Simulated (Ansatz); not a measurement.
System: corundum Ga2O3 (metastable phase). Method: rVV10 (plane waves, PAW; Ansatz, a first-principles code).

Settings: plane-wave cutoff 520 eV, 8×8×8 k mesh, Fermi–Dirac smearing 0.01 eV, scalar-relativistic PAW data made under PBE.

Cell (relaxed at this level):

```
Ga2O3
1.0
    4.78230    -2.54162    -0.00546
    4.78230     2.54162    -0.00546
    3.43631     0.00000     4.18593
Ga O
4 6
Cartesian
 11.13905   0.00000   3.57711
  4.63859   0.00000   1.48960
  1.86187   0.00000   0.59791
  8.36233   0.00000   2.68541
  4.96839  -1.00118   3.13672
  5.37628   1.77140   1.86655
  8.03253   1.00118   1.03829
  7.09444   0.77022   3.95951
  7.62464  -1.77140   2.30847
  5.90648  -0.77022   0.21550
```

### Question
What does this level give for the bulk modulus, band gap, smallest direct gap on the k points sampled and pressure derivative B′ of the bulk modulus?

### Answer

bulk modulus: 196 GPa
band gap: 2.15 eV (indirect)
smallest direct gap on the k points sampled: 2.38 eV
pressure derivative B′ of the bulk modulus: 4.6

Measured, for comparison: bulk modulus 220 ± 9 GPa (room temperature, not corrected to a static lattice, equation of state from high-pressure X-ray diffraction, our sources range from 220 to 252; as tabulated in Phys. Rev. B 77, 094123 (2008), gallium oxide under pressure (UNLV record)). Computed (rounded) less measured: bulk modulus not scored (sources differ).

Note: the bulk modulus comes from volumes at which shape and atoms were relaxed.

Spin–orbit coupling is not included.

The computed numbers hold no vibrational or temperature effects.

It cost roughly 13 core-minutes of CPU time.
